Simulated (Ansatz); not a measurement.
The structure below was relaxed with PBEsol in Ansatz (plane waves to 420 eV, PAW, no spin-orbit coupling), earlier PAW set, at pressure 7 GPa.

Space group P6₃/mmc (No. 194); a = 2.6740 Å, b = 2.6740 Å, c = 4.2213 Å, α = 90.00°, β = 90.00°, γ = 120.00°

```csv
atom,site,symmetry,x,y,z
Ru,2d,-6m2,0.6667,0.3333,0.2500
```

Q: Write out a cell with all atoms.

A: 
```xyz
2
Lattice="2.6740 0.0000 0.0000 -1.3370 2.3158 0.0000 0.0000 0.0000 4.2213" Properties=species:S:1:pos:R:3 pbc="T T T"
Ru     0.0000     1.5438     3.1660
Ru     1.3370     0.7719     1.0553
```
This is the conventional cell.

Load acts through the strain it causes; cell and atoms are relaxed under it. Stability against distortions was not tested. Competing high-pressure phases were not computed. The final runs are not spin-polarised. The cell was made from Ru in the hcp (Mg type) structure (space group P6_3/mmc, No. 194) by this change: pressure 7 GPa.

Ansatz is a first-principles code.
